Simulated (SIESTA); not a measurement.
Input and output of a self-consistent single point for LaPt2 (Fd-3m, 6 atoms in the cell) (SIESTA).

Computed with GGA PBEsol with spin-orbit coupling, numerical atomic orbitals DZP, PseudoDojo PBEsol fully relativistic norm-conserving potentials (rewritten from UPF to PSML) in SIESTA.

```yaml
crystal:
  lattice:
    - [0.00000, 3.91631, 3.91631]
    - [3.91631, 0.00000, 3.91631]
    - [3.91631, 3.91631, 0.00000]
  atoms:
    - { symbol: La, position: [0.50000, 0.50000, 0.50000] }
    - { symbol: La, position: [0.75000, 0.75000, 0.75000] }
    - { symbol: Pt, position: [0.12500, 0.12500, 0.12500] }
    - { symbol: Pt, position: [0.62500, 0.12500, 0.12500] }
    - { symbol: Pt, position: [0.12500, 0.12500, 0.62500] }
    - { symbol: Pt, position: [0.12500, 0.62500, 0.12500] }
```

Reference input (self-consistent single point, DFT, GGA PBEsol, numerical atomic orbitals DZP, PseudoDojo PBEsol standard norm-conserving potentials (rewritten from UPF to PSML)): XC.functional = GGA; XC.authors = PBEsol; potentials = PseudoDojo PBEsol standard; PAO.BasisSize = DZP; PAO.EnergyShift = 0.01 Ry; MeshCutoff = 400 Ry; kgrid.MonkhorstPack = 7 7 7; OccupationFunction = MP; OccupationMPOrder = 0; ElectronicTemperature = 2320.9 K; MaxSCFIterations = 150; SCF.Mixer.Method = Pulay. This run's input differs from it in these lines:

```diff
@@ -1,2 +1,2 @@
-# files in the folder: La.psml Pt.psml (PseudoDojo PBEsol standard)
+# files in the folder: La.psml Pt.psml (PseudoDojo PBEsol fully relativistic)
 SystemName  LaPt2
@@ -39,2 +39,11 @@
 ElectronicTemperature        2320.9 K
+Spin                         spin-orbit
+%block DM.InitSpin
+  1 0.00 0.00 0.00
+  2 0.00 0.00 0.00
+  3 0.00 0.00 0.00
+  4 0.00 0.00 0.00
+  5 0.00 0.00 0.00
+  6 0.00 0.00 0.00
+%endblock DM.InitSpin
```

The program printed (abridged):

```
        iscf     Eharris(eV)        E_KS(eV)     FreeEng(eV)     dDmax    Ef(eV) dHmax(eV)
   scf:    1   -15742.742699   -16022.646601   -16022.790899  1.244447 -1.842050 29.658323
     spin moment: {S} , |S| = {   -0.00000    0.00000    0.00000 }     0.00000
   scf:    2   -16102.076941   -16127.946488   -16127.964463  0.719581 -3.634874  7.293739
     spin moment: {S} , |S| = {    0.00000    0.00000    0.00000 }     0.00000
   scf:    3   -16135.051518   -16132.655261   -16132.688359  0.060182 -3.431290  3.708769
     spin moment: {S} , |S| = {   -0.00000   -0.00000    0.00000 }     0.00000
   [... lines left out ...]
     spin moment: {S} , |S| = {    0.00000    0.00000   -0.00000 }     0.00000
   scf:   12   -16133.884182   -16133.884292   -16133.930755  0.000015 -3.644754  0.001023
     spin moment: {S} , |S| = {    0.00000   -0.00000    0.00000 }     0.00000
   scf:   13   -16133.884189   -16133.884288   -16133.930755  0.000014 -3.644742  0.000127
     spin moment: {S} , |S| = {   -0.00000    0.00000   -0.00000 }     0.00000
   scf:   14   -16133.884273   -16133.884287   -16133.930755  0.000002 -3.644740  0.000000
     spin moment: {S} , |S| = {   -0.00000    0.00000   -0.00000 }     0.00000
SCF Convergence by DM+H criterion
max |DM_out - DM_in|         :     0.0000020740
max |H_out - H_in|      (eV) :     0.0000003185
SCF cycle converged after 14 iterations

Using DM_out to compute the final energy and forces

siesta: E_KS(eV) =           -16133.8843

siesta: E_KS - E_eggbox =    -16133.8843

siesta: Atomic forces (eV/Ang):
     1   -0.000023   -0.000023   -0.000023
     2    0.000023    0.000023    0.000023
     3   -0.000000   -0.000000   -0.000000
     4   -0.000000    0.000000    0.000000
     5    0.000000    0.000000   -0.000000
     6    0.000000   -0.000000    0.000000
   Tot   -0.000000    0.000000   -0.000000
   Max    0.000023
   Res    0.000013    sqrt( Sum f_i^2 / 3N )
   Max    0.000023    constrained

   [... lines left out ...]
siesta: FreeEng =    -16133.930755
   [... lines left out ...]
siesta:     0.042719   -0.000015   -0.000015
siesta:    -0.000015    0.042719   -0.000015
siesta:    -0.000015   -0.000015    0.042719

siesta: Cell volume =        120.132500 Ang**3

siesta: Pressure (static):
siesta:                Solid            Molecule  Units
siesta:          -0.00046527         -0.00046528  Ry/Bohr**3
siesta:          -0.04271940         -0.04271979  eV/Ang**3
siesta:         -68.44403246        -68.44464278  kBar
```

The run converged in 14 iterations. Against the reference run the pressure goes from -3.16 to -6.84 GPa.

The starting cell comes from a database of computed structures (which also holds hypothetical and non-ambient phases and stackings), without a prior relaxation at this level. Its lattice was rescaled by a random factor within 2.5 % of one. Values carry the incompleteness of an atom-centred basis. With a pressure of about -7 GPa the cell is away from its equilibrium volume at this level.

Cost on one core of a shared machine: roughly 4 min.
